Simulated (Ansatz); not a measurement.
Base system: MoTe₂ (space group P6_3/mmc, No. 194; a = 3.4966 Å, c = 13.6959 Å; layered, stacked along the Cartesian z axis). Axes: x lies along a and z along c of the hexagonal cell.

All numbers come from PBE-D3(BJ) (Ansatz, a first-principles code, PAW, scalar-relativistic without spin-orbit coupling).

Modification: the cell is compressed by 1.80 % along z with no lateral relaxation; the atoms relax in the strained cell.

Task: What happens to the energy relative to the base?

Result: The energy grows by 1.8 meV/atom.

Task: What does the calculation give for the largest internal atomic displacement after the change?

Result: The largest internal atomic displacement amounts to 0.027 Å.

Task: Estimate the effect on the stress.

Result: The stress (xx, yy, zz, yz, xz, xy; compression positive) is (0.33, 0.33, 1.42, 0.00, 0.00, 0.00) GPa.

Stability against distortions was not tested. The program warned that a D3 coordination switch lies within reach, so dispersion energies are less smooth here.
